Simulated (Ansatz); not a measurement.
Here is the system:

```xyz
10
Lattice="2.4716 1.4270 4.4296 -2.4716 1.4270 4.4296 0.0000 -2.8539 4.4296" Properties=species:S:1:pos:R:3 pbc="T T T"
Ga     0.0000     0.0000     4.7242
Ga     0.0000     0.0000     1.9201
Ga     0.0000     0.0000     8.5644
Ga     0.0000     0.0000    11.3686
O     -0.9708     1.4270     7.7517
O     -0.7504    -1.5542     7.7517
O      1.7212     0.1273     7.7517
O      0.9708    -1.4270     5.5370
O      0.7504     1.5542     5.5370
O     -1.7212    -0.1273     5.5370
```

No spin polarisation.

Calculations: Ansatz (a program for electronic structure) r2SCAN, no SOC. Γ-centred 8×8×8 mesh, Fermi–Dirac width 0.05 eV.

Problem. Predict the electron mass, band gap, smallest direct gap and width of the top valence band.

Solution. 
```json
{
  "electron_mass": "0.26 mₑ (at Γ)",
  "band_gap": "3.87 eV",
  "smallest_direct_gap": "4.14 eV",
  "width_of_the_top_valence_band": "0.47 eV"
}
```

Load acts through the strain it causes; cell and atoms are relaxed under it. Masses are band curvatures over ±0.01 Å⁻¹ around the edge. No phonon test of stability was made. No other phases were tried under pressure. The cell was made from Ga2O3 in the corundum structure (space group R-3c, No. 167) by this change: pressure 7 GPa.
